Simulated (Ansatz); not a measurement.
The reference is SiC in the wurtzite structure (space group P6_3mc, No. 186).

```xyz
4
Lattice="3.0920 0.0000 0.0000 -1.5460 2.6777 0.0000 0.0000 0.0000 5.0743" Properties=species:S:1:pos:R:3 pbc="T T T"
Si     0.0000     1.7851     5.0721
Si     1.5460     0.8926     2.5350
C      0.0000     1.7851     1.9050
C      1.5460     0.8926     4.4421
```

Cartesian axes are those of the cell as printed.

The values are results of PBE (Ansatz, a program for electronic structure, PAW, scalar-relativistic without spin-orbit coupling), not measurements.

Base values:

```
Property           Result
---------------  --------
Pressure         0.00 GPa
Volume per atom  10.50 Å³
```

Perturbation: biaxial strain +1.20 %, plane normal [001], relaxed out of plane (Cartesian); in-plane vectors clamped, the third vector and the atoms free.

### Question
How does this affect the pressure?

### Answer
The pressure (mean of the normal stresses, compression positive) goes from zero to -4.45 GPa.

### Question
What does the calculation give for the volume per atom after the change?

### Answer
The volume per atom goes up by 0.23 Å³ (10.50 Å³ → 10.73 Å³).

Stability against distortions was not tested.
